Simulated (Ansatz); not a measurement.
**V3Si under a change: pressure 0.7 GPa**

The reference is V3Si in the A15 (Cr3Si type) structure (space group Pm-3n, No. 223; a = 4.6495 Å).

Modification: a hydrostatic pressure of 0.7 GPa.

The values are results of PBEsol/PAW in Ansatz (an electronic-structure program), spin-orbit coupling left out, not measurements. k-mesh 10×10×10 (Γ-centred); smearing 0.05 eV (Fermi–Dirac).

- Volume per atom: 12.52 Å³ (base 12.56 Å³)
- Density: 6.00 g/cm³ (base 5.98 g/cm³)
- Lattice parameter a: 4.644 Å (base 4.650 Å)
- Shortest interatomic distance: 2.322 Å (base 2.325 Å)
- Enthalpy H = E + PV relative to the base's energy: +0.05 eV/atom
- Band gap: zero (base zero)

Final structure:

```
V3Si
1.0
    4.64432     0.00000     0.00000
    0.00000     4.64432     0.00000
    0.00000     0.00000     4.64432
V Si
6 2
Direct
  0.25000   0.00000   0.50000
  0.75000   0.00000   0.50000
  0.00000   0.50000   0.25000
  0.00000   0.50000   0.75000
  0.50000   0.25000   0.00000
  0.50000   0.75000   0.00000
  0.00000   0.00000   0.00000
  0.50000   0.50000   0.50000
```

Load acts through the strain it causes; cell and atoms are relaxed under it. Stability against distortions was not tested. Starting moments died away, wholly or in part, for the base; another magnetic solution may exist. All final runs are without spin polarisation.
